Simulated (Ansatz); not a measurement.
A computed series for CsSnI3: response to strain

Base system: CsSnI$_{3}$ in the cubic perovskite structure (space group Pm-3m, No. 221; a = 6.131 Å).

Strains are applied to the cell and any free atomic positions relax.

The values are results of PBEsol/PAW in Ansatz (a first-principles code), no spin-orbit coupling, not measurements.

Candidates:
(a) isotropic strain −3.00 %
(b) isotropic strain −1.20 %
(c) isotropic strain −0.60 %

Notes on the quantities. energy relative to the base: free energy F.

### Question
Order them by energy relative to the base, lowest first.

### Answer
(c) isotropic strain −0.60 % (+0.9 meV/atom), (b) isotropic strain −1.20 % (+3.5 meV/atom), (a) isotropic strain −3.00 % (+24 meV/atom)

No phonon test of stability was made. The final runs are not spin-polarised. Many cubic perovskites are stable only at high temperature; tilts and polar distortions were not tested.
